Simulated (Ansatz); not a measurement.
## hexagonal WC (1 0 0) on zinc-blende ZnSe (0 0 1) (film strained to the substrate, started from cuts of the bulks and a machine-learned relaxation; slabs Se6Zn5 and W8C8, which can lie off the formulas)

A periodic stack without vacuum, hexagonal WC (1 0 0) on zinc-blende ZnSe (0 0 1) (film strained to the substrate, started from cuts of the bulks and a machine-learned relaxation; slabs Se6Zn5 and W8C8, which can lie off the formulas): substrate slab Se6Zn5, film W8C8, surface cells [[1, 0], [1, 1]] and [[-1, 1], [-1, -1]], film strained by -1.9 and +0.7 %, outermost planes Se/Se and C/W as cut, which need not be the usual terminations and can put a slab off its formula.

The start was prepared with a machine-learned potential, and the result is one local minimum, with the in-plane cell held and forces under 0.04 eV/Å; the film can end far from its bulk form.

Computed with PBE (plane waves to 420 eV, PAW; Ansatz, a program for electronic structure). Spin–orbit coupling is left out; the runs are not spin-polarised. Its k-point mesh 8×8×1, Fermi–Dirac width 0.05 eV.

```
Quantity                                                                                                                Result
-------------------------------------------------------------------------------  ---------------------------------------------
interface area                                                                                                         16.4 Å²
period                                                                                                                 27.05 Å
heights between the nearest atoms of the two slabs at the two interfaces                                       1.75 and 1.76 Å
Se–W contacts across the interfaces within 1.22 times the sum of covalent radii                                 4, mean 2.70 Å
C–Se contacts across the interfaces within 1.22 times the sum of covalent radii                                 1, mean 1.93 Å
W–Zn contacts across the interfaces within 1.22 times the sum of covalent radii                                 1, mean 3.35 Å
estimate of the barrier                                                          withheld, since the two interfaces are unlike
slope of the mean potential energy in the substrate                                                             +6.3 MV/cm × e
```

```yaml
crystal:
  lattice:
    - [4.05221, -0.00082, 0.15208]
    - [0.00165, 4.05541, -0.00722]
    - [3.07362, -0.03325, 27.17968]
  atoms:
    - { symbol: Se, position: [0.95298, 0.61904, 0.13651] }
    - { symbol: Se, position: [0.58335, 0.11984, 0.02736] }
    - { symbol: Se, position: [0.73908, 0.62301, 0.34899] }
    - { symbol: Se, position: [0.34687, 0.12222, 0.24283] }
    - { symbol: Se, position: [0.51895, 0.49279, 0.55758] }
    - { symbol: Se, position: [0.13156, 0.13817, 0.45532] }
    - { symbol: Zn, position: [0.89960, 0.12017, 0.19085] }
    - { symbol: Zn, position: [0.50273, 0.62072, 0.08529] }
    - { symbol: Zn, position: [0.68454, 0.12272, 0.40293] }
    - { symbol: Zn, position: [0.29164, 0.62353, 0.29683] }
    - { symbol: Zn, position: [0.06349, 0.65458, 0.51040] }
    - { symbol: W, position: [0.14662, 0.90313, 0.68158] }
    - { symbol: W, position: [0.65766, 0.39546, 0.68249] }
    - { symbol: C, position: [0.70462, 0.91777, 0.64136] }
    - { symbol: C, position: [0.49640, 0.69101, 0.62215] }
    - { symbol: W, position: [0.31016, 0.15297, 0.77510] }
    - { symbol: W, position: [0.81106, 0.65212, 0.77521] }
    - { symbol: C, position: [0.12421, 0.40126, 0.71208] }
    - { symbol: C, position: [0.62087, 0.89942, 0.71512] }
    - { symbol: W, position: [0.46584, 0.40405, 0.86876] }
    - { symbol: W, position: [0.96636, 0.90308, 0.86934] }
    - { symbol: C, position: [0.27910, 0.65407, 0.80662] }
    - { symbol: C, position: [0.77918, 0.15182, 0.80708] }
    - { symbol: W, position: [0.60536, 0.62800, 0.96141] }
    - { symbol: W, position: [0.14440, 0.17835, 0.96225] }
    - { symbol: C, position: [0.43256, 0.90359, 0.90226] }
    - { symbol: C, position: [0.93465, 0.40398, 0.90172] }
```
